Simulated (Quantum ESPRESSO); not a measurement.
# Quick settings and what they miss: a (001) slab of Cu (cut from a parent of space group no. 225; 4 atoms in the cell)

Self-consistent single point.

```yaml
crystal:
  lattice:
    - [2.51647, 0.00000, 0.00000]
    - [-2.51647, 2.51647, 0.00000]
    - [0.00000, 0.00000, 15.36620]
  atoms:
    - { symbol: Cu, position: [0.00000, 0.00000, 0.44179] }
    - { symbol: Cu, position: [0.00000, 0.50000, 0.32539] }
    - { symbol: Cu, position: [0.00000, 0.00000, 0.67461] }
    - { symbol: Cu, position: [0.00000, 0.50000, 0.55821] }
```

Method of the run: LDA (PZ), PSlibrary ultrasoft (LDA) pseudopotentials (plane waves; Quantum ESPRESSO 7.5).

Base settings: ecutwfc = 55 Ry; ecutrho = 330 Ry; occupations = smearing; smearing = fd; degauss = 0.0036749 Ry; mixing_mode = local-TF; potentials = {Cu: Cu.pz-dn-rrkjus_psl.1.0.0.UPF}; K_POINTS = automatic 24 24 1 0 0 0; conv_thr = 1e-10 Ry; mixing_beta = 0.4.

Tight run (finer mesh or higher cutoff; not a proven limit): ecutwfc: 55 Ry → 77 Ry; ecutrho: 330 Ry → 462 Ry; conv_thr: 1e-10 Ry → 7.3e-11 Ry; K_POINTS: automatic 24 24 1 0 0 0 → automatic 33 33 1 0 0 0. It gave Fermi level (on the code's own zero) 3.46 eV; pressure averaged over the cell with its vacuum -5.05 GPa; largest force (vector length) 0.468 eV/Å.

Quick runs, as changes from the base:
- A: the base itself
- B: ecutwfc: 55 Ry → 44 Ry; ecutrho: 330 Ry → 264 Ry; smearing: fd → gauss; degauss: 0.0036749 Ry → 0.036749 Ry; K_POINTS: automatic 24 24 1 0 0 0 → automatic 6 6 1 0 0 0
- C: ecutwfc: 55 Ry → 30 Ry; ecutrho: 330 Ry → 180 Ry; pseudopotentials: {Cu: Cu.pz-dn-rrkjus_psl.1.0.0.UPF} → {Cu: Cu.pbe-dn-rrkjus_psl.1.0.0.UPF}; K_POINTS: automatic 24 24 1 0 0 0 → automatic 1 1 1 0 0 0; input_dft: default → pbesol [PBEsol]
- D: ecutwfc: 55 Ry → 38 Ry; ecutrho: 330 Ry → 228 Ry; smearing: fd → gauss; degauss: 0.0036749 Ry → 0.019992 Ry; conv_thr: 1e-10 Ry → 7.3e-06 Ry; K_POINTS: automatic 24 24 1 0 0 0 → automatic 8 8 1 0 0 0
- E: ecutwfc: 55 Ry → 33 Ry; ecutrho: 330 Ry → 198 Ry; K_POINTS: automatic 24 24 1 0 0 0 → automatic 6 6 1 0 0 0
- F: ecutwfc: 55 Ry → 30 Ry; ecutrho: 330 Ry → 180 Ry; smearing: fd → mp; degauss: 0.0036749 Ry → 0.036749 Ry; conv_thr: 1e-10 Ry → 7.3e-06 Ry; pseudopotentials: {Cu: Cu.pz-dn-rrkjus_psl.1.0.0.UPF} → {Cu: Cu.pbe-dn-rrkjus_psl.1.0.0.UPF}; K_POINTS: automatic 24 24 1 0 0 0 → automatic 3 3 1 0 0 0; input_dft: default → pbesol [PBEsol]

Energies are extrapolated to zero smearing width, which holds to low order in the width alone (under cold and Methfessel-Paxton smearing the free energy itself is taken).

Dashes: energy of C, F, another energy zero; time of C, D, E, F, under 30 s.

† marks runs with another functional, U, potentials or spin treatment: their distance from the tight run is not a convergence error alone.

The count of work is k-points × plane waves × bands × iterations; it is no time. Core times come from one kind of shared machine and are given to one figure; runs under 30 s give none.

The starting cell comes from a database of computed structures (which also holds hypothetical and non-ambient phases and stackings), without a prior relaxation at this level. The slab is cut from that crystal, and its faces are unrelaxed. Its lattice was rescaled in the plane by a random factor within 2.5 % of one. Spin polarisation is off.

```tsv
run	energy less tight (meV/atom)	largest miss in a force vector (eV/Å)	count of work / tight	core time / tight (rough)
A	6.1	0.004	0.36	0.3
B	61.8	0.030	0.026	0.04
C†	–	1.560	0.0020	–
D	72.8	0.101	0.021	–
E	109.8	0.088	0.018	–
F†	–	0.182	0.0030	–
```

Among the runs at the tight run's level, the energy misses run from 6.1 to 109.8 meV/atom.
